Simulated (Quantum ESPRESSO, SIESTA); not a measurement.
## Pressure against volume in hcp Be (space group 194) (SIESTA, LDA)

```
Be
1.0
    2.20093     0.00000     0.00000
   -1.10047     1.90606     0.00000
    0.00000     0.00000     3.44076
Be
2
Direct
  0.66667   0.33333   0.75000
  0.33333   0.66667   0.25000
```

Method of the run: LDA PW92, numerical atomic orbitals TZP, PseudoDojo LDA standard norm-conserving potentials (rewritten from UPF to PSML) in SIESTA 5.4.2. Settings: XC.functional = LDA; XC.authors = PW92; potentials = PseudoDojo LDA standard; PAO.BasisSize = TZP; PAO.EnergyShift = 0.01 Ry; MeshCutoff = 520 Ry; kgrid.MonkhorstPack = 30 30 17; OccupationFunction = FD; ElectronicTemperature = 0.05 eV; PAO.Polarization.NonPerturbative = true; MaxSCFIterations = 150; SCF.Mixer.Method = Pulay; SCF.Mixer.Weight = 0.1; SCF.Mixer.History = 8; SCF.DM.Tolerance = 1.0E-05. The cell above is the first row's. The rows scale it uniformly. In all rows fractional positions and the k mesh are held.

```csv
V (Å^3/atom),P (GPa)
7.2172,7.07
7.3741,3.36
7.5310,-0.20
7.6879,-3.43
7.8448,-6.44
8.0017,-9.35
8.1586,-11.95
8.3155,-14.34
8.4724,?
```

**Question.** Fit P against V with a cubic, and predict the withheld value at V = 8.4724.

**Answer.** With u = V - 7.8, the rows have u = -0.5828, -0.4259, -0.2690, -0.1121, 0.0448, 0.2017, 0.3586, 0.5155. Least squares gives P = -5.638 - 19.154·u + 4.462·u² - 0.157·u³. Residuals (row less fit): -0.002, 0.019, -0.040, 0.005, 0.047, -0.029, -0.010, 0.008; standard error 0.036 (degrees of freedom: 4). The fitted pressure is zero at V0 = 7.524, where dP/dV = -21.66, so B0 = -V0·dP/dV = 163 GPa. At the withheld row, u = 0.6724, so P = -5.638 - 19.154 × 0.6724 + 4.462 × 0.6724² - 0.157 × 0.6724³ = -16.548 GPa. The calculation gives -16.63 GPa, 0.082 GPa below the prediction (0.3 % of the range of P in the table). The row lies outside the fitted rows, so this is an extrapolation. From the scatter of the fitted rows alone, a prediction at this place has a standard error of 0.096 GPa, so the miss is 0.9 times that.

Carrying the step between the two nearest rows on in a straight line would have given -16.73, off by 0.10; series whose last step already gives the withheld value aren't shown. The scan was laid around a cell of about the measured size, scaled by a guess for this functional; axis ratios and inner coordinates come from that cell. The runs keep the symmetry of the cell, so they don't test it for distortions. A plane-wave scan with the same functional (Quantum ESPRESSO, GBRV) gives V0 = 7.57 Å^3/atom and B0 = 131 GPa; a Birch-Murnaghan fit to all rows here lies -0.6 % from it in V0 and 23 % in B0; the two differ in basis, and may differ in potentials and mesh. Values carry the incompleteness of an atom-centred basis. The shape of the cell and the inner coordinates aren't relaxed, so V0 and B0 belong to this uniform scaling; a relaxed crystal lies no higher in energy and is usually softer. Cutoffs and mesh are single choices, not tested for convergence of this quantity. Series with a scatter that would blur these digits, or in which a gap closes, are not shown.
